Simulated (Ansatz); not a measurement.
Start from ZrGeSe (space group P4/nmm, No. 129).

```
ZrGeSe
1.0
    3.68273     0.00000     0.00000
    0.00000     3.68273     0.00000
    0.00000     0.00000     8.25796
Zr Ge Se
2 2 2
Direct
  0.00000   0.50000   0.73685
  0.50000   0.00000   0.26315
  0.00000   0.00000   0.00000
  0.50000   0.50000   0.00000
  0.50000   0.00000   0.62008
  0.00000   0.50000   0.37992
```

Level of theory: PBEsol in Ansatz (plane waves to 420 eV, PAW, without spin-orbit coupling).

Base values:

| Item | Value |
|---|---|
| Pressure | 0.0 GPa |

Now apply this change: every lattice vector is shortened by 2.41 %; the atoms relax in the strained cell.

Q: What happens to the pressure?

A: The pressure (mean of the normal stresses, compression positive) goes from zero to 10.2 GPa.

Q: Estimate the effect on the energy relative to the base.

A: The energy grows by 39 meV/atom.

Q: How does this affect the largest internal atomic displacement?

A: The largest internal atomic displacement is 0.015 Å.

Whether these cells are dynamically stable was not tested. All final runs are without spin polarisation.

Ansatz is a first-principles code.
